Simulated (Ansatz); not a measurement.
The parent structure is GaSb in the zinc blende structure (space group F-43m, No. 216).

```
GaSb
1.0
    0.00000     3.05574     3.05574
    3.05574     0.00000     3.05574
    3.05574     3.05574     0.00000
Sb Ga
1 1
Cartesian
  4.58361   4.58361   4.58361
  0.00000   0.00000   0.00000
```

Method: PBEsol/PAW in Ansatz (a first-principles code), without spin-orbit coupling.

Before the change:

| Property | Value |
|---|---|
| Pressure | 0.0 GPa |

It is then changed as follows: every lattice vector is shortened by 1.61 %; the atoms relax in the strained cell.

**Question.** What happens to the energy relative to the base and pressure?

**Answer.** The energy increases by 11 meV/atom; the pressure goes from zero to 2.8 GPa.

No phonon test of stability was made. All final runs are without spin polarisation.
